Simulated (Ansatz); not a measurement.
Amorphous Zr₂₀O₄₁Li₂, 63 atoms at 5.21 g/cm³, one PBE-relaxed geometry, zone centre. Methods: PBE, scalar-relativistic without spin-orbit coupling (Ansatz, an electronic-structure program); r2SCAN, scalar-relativistic without spin-orbit coupling (Ansatz); HSE06, scalar-relativistic without spin-orbit coupling (Ansatz). Plane waves to 420 eV (r2SCAN 500 eV); exact exchange is cut at the cell's faces. At PBE the levels at the filled edge of the gap are localised (band-tail or defect states). All rungs ran without spin polarisation.

A CHGNet melt-quench gave the starting glass, which DFT then relaxed. O atoms were pushed apart under 1.9 Å during the dynamics, to hinder bonds among them. The hot cell started wider than the set density and was brought back towards it in steps. It is the lowest in DFT energy of 2 quenches. It is a model cell: composition and starting density were chosen by hand, and all elements were melted together. No dispersion term was used. Its density started from a set value of 5.21 and ended at 5.21 g/cm³. The quench (nominally 450 K/ps over its main leg) was far faster than any real one, so the model tends to hold more defects than a real film. One small periodic cell is one sample of the glass; other quenches scatter about these values. The volume was held where the preparation left it and the shape relaxed, at a PBE pressure of -4.0 GPa (tension). Stress components on the final sampling reach 4.0 GPa.

The relaxation ran on the zone centre alone. At PBE the level gap is 3.44 eV on a 2×2×2 Γ-centred mesh, and the spacing at the zone centre alone 3.45 eV.

Question: What zone-centre spacing does r2SCAN give, roughly?

Answer: 3.87 eV (+0.42 eV against PBE).

Question: What zone-centre spacing does HSE06 give, roughly?

Answer: 4.92 eV (+1.47 eV against PBE).

The highest filled and the lowest empty state spread over these numbers of atoms (participation numbers): PBE: 8.3 and 15.8; r2SCAN: 6.9 and 14.4; HSE06: 6.3 and 14.5.
